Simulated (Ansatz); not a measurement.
Consider a 16-atom cell of (Ru,Ir) started in the hexagonal close-packed structure, site fractions Ru 0.750, Ir 0.250, short-range order -0.06 among the nearest mixed sites (0 is random, a negative value favours unlike neighbours), space group P1 at the end. Its start:

```xyz
16
Lattice="0.0001 -4.7457 -4.3329 -0.0006 4.7444 -4.3315 5.4783 0.0003 4.3325" Properties=species:S:1:pos:R:3 pbc="T T T"
Ru     1.3571    -0.7990    -3.2535
Ru     5.4795     1.5903     1.0849
Ru     5.4914    -3.1486     1.0816
Ir     4.1140    -0.7900     1.0862
Ru     2.7290     1.5825    -3.3197
Ru     2.7381    -3.1642    -3.1786
Ru     1.3608     3.9489    -3.2450
Ru     4.1162    -0.7944    -3.2530
Ru     2.7312    -1.5831    -1.1044
Ir     1.3842     0.7965    -1.0831
Ru     1.3541     0.7823    -5.4153
Ru     0.0210     3.1569    -5.3890
Ir     4.0940     0.8022    -1.0945
Ru     4.1229    -3.9517    -1.0550
Ir     2.7374     3.1504    -1.0739
Ru    -0.0083    -1.5872    -5.4427
```

The mixing enthalpy is taken against the end members in the hexagonal close-packed type (which need not be the stable form of Ir), relaxed in the same cell and mesh.

The numbers are results of r2SCAN (plane waves to 500 eV, PAW; Ansatz, a first-principles code), not measurements. Spin–orbit coupling is left out; the runs are not spin-polarised. Its k-point mesh 6×6×6, Fermi–Dirac width 0.05 eV.

```json
[
 {"end member": "Ru", "weight": "0.750", "volume per atom (Å³)": "13.49"},
 {"end member": "Ir", "weight": "0.250", "volume per atom (Å³)": "14.26"}
]
```

Question: Predict the alloy's volume, bond lengths and mixing enthalpy.

Answer: The volume per atom is 13.66 Å³ and the Ru–Ru bonds is 2.680 Å on average, from 2.623 to 2.726 (53). The Ir–Ru bonds is 2.686 Å on average, from 2.644 to 2.728 (38) and the Ir–Ir bonds is 2.703 Å on average, from 2.659 to 2.735 (5). The mixing enthalpy per site of the mixed sublattice is -67 meV. The departure of the mean lattice parameter from Vegard's line is under 0.15 %, inside the noise of the relaxations.
